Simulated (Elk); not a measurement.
Band structure of KRuO3 (Pm-3m, 5 atoms in the cell).

```yaml
crystal:
  lattice:
    - [3.93928, 0.00000, 0.00000]
    - [0.00000, 3.93928, 0.00000]
    - [0.00000, 0.00000, 3.93928]
  atoms:
    - { symbol: K, position: [0.50000, 0.50000, 0.50000] }
    - { symbol: Ru, position: [0.00000, 0.00000, 0.00000] }
    - { symbol: O, position: [0.00000, 0.00000, 0.50000] }
    - { symbol: O, position: [0.50000, 0.00000, 0.00000] }
    - { symbol: O, position: [0.00000, 0.50000, 0.00000] }
```

Method: PBEsol, all-electron FP-LAPW, Elk's shipped species files, default APW+lo basis (Elk).

Settings: xctype = 22; swidth = 0.00183747 Ha; ngridk = 8 8 8; maxscl = 100.

The starting cell comes from a database of computed structures (which also holds hypothetical and non-ambient phases and stackings), without a prior relaxation at this level. Spin polarisation is off. Values depend on the basis (sphere radii, cutoffs, local orbitals), which need not be converged.

Levels in eV from the Fermi level, bands 18 to 25:
```csv
point,18,19,20,21,22,23,24,25
Γ,-2.35,-2.35,-2.35,-2.05,-2.05,-2.05,-0.21,-0.21
X,-2.81,-2.75,-2.31,-2.31,-0.20,0.28,0.28,3.11
M,-2.73,-2.73,-1.32,0.23,0.23,0.65,1.36,5.74
R,-1.29,-1.29,-1.29,0.84,0.84,0.84,5.73,5.73
```

Bands cross the Fermi level along this path, so the cell is metallic at this level.
